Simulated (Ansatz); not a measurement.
Start from AlN in the wurtzite structure (space group P6_3mc, No. 186; a = 3.0888 Å, c = 4.9433 Å).

Calculations: Ansatz (a program for electronic structure), LDA, PAW, cutoff 420 eV, spin-orbit coupling left out.

Strains are applied to the cell and any free atomic positions relax.

One change was made to it. Results:

| quantity | base | after |
|---|---|---|
| pressure (mean of the normal stresses, compression positive) | -0.01 GPa | 8.18 GPa |
| valence-band top at Γ (three highest levels, from the VBM) | 0.00, -0.23, -0.23 eV | 0.00, -0.24, -0.24 eV |
| energy relative to the base (free energy F) | 0 meV/atom | +9.0 meV/atom |

Question: Which of these changes matches the shifts?
A) isotropic strain −1.20 %
B) isotropic strain −1.80 %
C) isotropic strain −2.40 %

Answer: A, isotropic strain −1.20 %. For comparison, the valence-band top at Γ in the other runs: isotropic strain −2.40 % gives 0.00, -0.26, -0.26 eV; isotropic strain −1.80 % gives 0.00, -0.25, -0.25 eV.

The levels and masses belong to the bands next to the band gap. Whether these cells are dynamically stable was not tested.
